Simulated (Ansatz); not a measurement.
The parent structure is Y in the hcp (Mg type) structure (space group P6_3/mmc, No. 194).

Space group P6₃/mmc (No. 194); a = b = 3.6826 Å, c = 5.6985 Å, α = β = 90.00°, γ = 120.00°

| atom | site | symmetry | x | y | z |
|---|---|---|---|---|---|
| Y | 2d | -6m2 | 0.6667 | 0.3333 | 0.2500 |

All numbers come from r2SCAN in Ansatz (plane waves to 500 eV, PAW, no spin-orbit coupling).

Before the change:

| Quantity | Result |
|---|---|
| Pressure | 0.0 GPa |
| Band gap | zero |

It is then changed as follows: the cell is scaled by 1.0532 in all directions; the atoms relax in the strained cell.

### Question
Estimate the effect on the energy relative to the base, pressure and band gap.

### Answer
The energy rises by 96 meV/atom; the pressure (mean of the normal stresses, compression positive) goes from zero to -4.9 GPa; the band gap stays zero.

Stability against distortions was not tested. All final runs are without spin polarisation.

Ansatz is an electronic-structure program.
